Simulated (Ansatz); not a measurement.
**A constructed model of the (100) surface of fcc Al, a layer of Mg in place of the second plane (bottom of the slab: a bare face, its two planes held)**

Method: PBE (plane waves to 420 eV, PAW; Ansatz, a quantum-chemistry and plane-wave program).

Slab: 6 atoms, 10.3 Å thick at the start (thin: gaps and levels are the slab's own); k 13x13x1, smearing 0.1 eV, dipole-corrected; 2 atoms held, the rest relaxed; start symmetry kept, larger cells not searched; no spin, no spin-orbit, no U. It is one candidate, not shown to be the stable structure of the face.

- work function of the top face: 4.25 eV
- energy released by relaxation: 0.029 eV
- cost: very roughly 50 core-seconds
